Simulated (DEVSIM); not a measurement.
Device: Si p+/n-/n+ power diode, at 300 K.

Layer 1 from the left is Si, thickness (μm) 1.70, Na (cm⁻³) 9.2e18, τn (s) 0.00012, τp (s) 0.00012. Layer 2 from the left is Si, thickness (μm) 3.70, Nd (cm⁻³) 7.8e14, τn (s) 0.00012, τp (s) 0.00012. Layer 3 from the left is Si, thickness (μm) 1.10, Nd (cm⁻³) 1.9e18, τn (s) 0.00012, τp (s) 0.00012.

Left contact: ohmic. Right contact: ohmic. Voltage is applied to the left contact. Recombination: SRH at mid-gap, radiative, Auger. Mobility is constant in doping.

This is a model device: material constants are rounded textbook-type values typed into the input, and sizes, dopings and lifetimes were drawn at random. Values at 300 K.

Si: gap (eV) 1.124, affinity (eV) 4.05, permittivity 11.7, Nc (cm⁻³) 2.86e19, Nv (cm⁻³) 3.1e19, μn (cm²/Vs) 1417, μp (cm²/Vs) 470, B (cm³/s) 4.7e-15, Cn (cm⁶/s) 2.8e-31, Cp (cm⁶/s) 9.9e-32.

Simulated with DEVSIM: 1D drift-diffusion, Boltzmann statistics, complete ionisation; no tunnelling, impact ionisation, image-force lowering or self-heating.

Q: What does the simulation give for the dark forward voltage at 1 A/cm², the dark forward voltage at 100 A/cm², the potential step across the device at zero bias?

A: dark forward voltage at 1 A/cm² 0.704 V; dark forward voltage at 100 A/cm² 0.826 V; potential step across the device at zero bias 1.022 V.
